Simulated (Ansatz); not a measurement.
Consider ZnS in the zinc blende structure (space group F-43m, No. 216; a = 5.4435 Å).

Method: Ansatz (a program for electronic structure) PBE, no spin-orbit coupling, earlier PAW set.

Before the change:

Electron mass: 0.17 mₑ (at Γ)

It is then changed as follows: every lattice vector is shortened by 2.27 %, atoms relaxed at fixed cell.

Problem. What does the calculation give for the energy relative to the base and electron mass after the change?

Solution. The energy rises by 22 meV/atom; the electron mass changes from 0.17 mₑ (at Γ) to 0.18 mₑ (at Γ).

The levels and masses belong to the bands next to the band gap. The cells carry an imposed strain or load. Masses are band curvatures over ±0.01 Å⁻¹ around the edge. Whether these cells are dynamically stable was not tested.
